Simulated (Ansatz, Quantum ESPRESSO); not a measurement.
An Ansatz (a first-principles code) input for a self-consistent single point of YAlSi (P1, 6 atoms in the cell) (DFT, PBEsol, plane waves, default PAW files made with PBE):

Ansatz 0.2 input:
```yaml
# YAlSi
crystal:
  lattice:
    - [1.990125, -5.169310, 0.000000]
    - [1.990125, 5.169310, 0.000000]
    - [0.000000, 0.000000, 5.705030]
  atoms:
    - { symbol: Y, position_ang: [1.995777, 2.018874, 1.411299] }
    - { symbol: Y, position_ang: [1.976300, -2.001148, 4.207579] }
    - { symbol: Al, position_ang: [-0.044690, -0.010556, 2.874439] }
    - { symbol: Al, position_ang: [0.026910, 0.046627, 0.040220] }
    - { symbol: Si, position_ang: [2.070848, 1.014539, 4.271379] }
    - { symbol: Si, position_ang: [1.935355, -1.068336, 1.457658] }
kpoints:
  mp_grid: { grid: [6, 6, 4] }
hamiltonian:
  xc: pbesol
  pseudopotentials: { kind: paw }
scf:
  occupations: { method: fermi_dirac, width: 0.0073 Ry }
output:
  forces: true
  eigenvalues: true
  stress: true
```

### Question
Write the same calculation as an input for Quantum ESPRESSO.

### Answer
One input that does it (others would too):

```fortran
&CONTROL
    calculation = 'scf'
    prefix = 'run'
    outdir = './tmp'
    pseudo_dir = './'
    tprnfor = .true.
    tstress = .true.
/
&SYSTEM
    ibrav = 0
    nat = 6
    ntyp = 3
    ecutwfc = 50
    ecutrho = 350
    occupations = 'smearing'
    smearing = 'fermi-dirac'
    degauss = 0.0073499
    input_dft = 'pbesol'
/
&ELECTRONS
    conv_thr = 1.0d-10
    mixing_beta = 0.4
/
ATOMIC_SPECIES
Y     88.9058  Y.pbe-spn-kjpaw_psl.1.0.0.UPF
Al    26.9815  Al.pbe-n-kjpaw_psl.1.0.0.UPF
Si    28.0850  Si.pbe-n-kjpaw_psl.1.0.0.UPF
ATOMIC_POSITIONS {angstrom}
Y     1.99577695    2.01887402    1.41129891
Y     1.97629960   -2.00114846    4.20757943
Al   -0.04469025   -0.01055573    2.87443943
Al    0.02691047    0.04662718    0.04022046
Si    2.07084845    1.01453912    4.27137878
Si    1.93535477   -1.06833613    1.45765798
K_POINTS {automatic}
6 6 4  0 0 0
CELL_PARAMETERS {angstrom}
   1.99012500    -5.16931000     0.00000000
   1.99012500     5.16931000     0.00000000
   0.00000000     0.00000000     5.70503000
```

Basis, cutoffs, solver keys and any potentials are the target program's own. This input uses DFT, PBEsol, plane waves, PSlibrary PAW (PBE) pseudopotentials. The width in Ry is rounded to four decimals.

The starting cell comes from a database of computed structures (which also holds hypothetical and non-ambient phases and stackings), without a prior relaxation at this level. For this run, on top of that: atoms moved at random.
